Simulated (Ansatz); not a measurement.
Consider KTaO₃ in the cubic perovskite structure (space group Pm-3m, No. 221; a = 4.024 Å).

Structures relaxed with PBE/PAW in Ansatz (a first-principles code), no SOC.

Base:

Simulated powder pattern, Co Kα, λ = 1.79026 Å (kinematic, ideal powder, no thermal factors, no anomalous dispersion; the 10 strongest lines at most, above 2 %, up to 2θ = 90°):

```
2θ (°)  I/Imax (%)    hkl
------  ----------  -----
25.70           70  (100)
36.67          100  (110)
45.32          7.9  (111)
52.83           31  (200)
59.65           31  (210)
66.03           39  (211)
77.97           19  (220)
83.71           16  (221)
89.40           19  (310)
```

After one change:

Simulated powder pattern, Co Kα, λ = 1.79026 Å (kinematic, ideal powder, no thermal factors, no anomalous dispersion; the 10 strongest lines at most, above 2 %, up to 2θ = 90°):

| 2θ (°) | I/Imax (%) |
|---|---|
| 28.31 | 72 |
| 40.47 | 100 |
| 50.12 | 8.2 |
| 58.56 | 29 |
| 66.30 | 30 |
| 73.60 | 38 |
| 87.53 | 19 |

### Question
Which of these changes matches the shifts?
A) pressure −2 GPa
B) pressure 100 GPa
C) pressure 75 GPa
D) pressure −1 GPa

### Answer
B, pressure 100 GPa. Its volume per atom is 9.81 Å³ against 13.04 Å³, and its space group is Pm-3m (No. 221).

Load acts through the strain it causes; cell and atoms are relaxed under it. No phonon test of stability was made. Competing high-pressure phases were not computed.
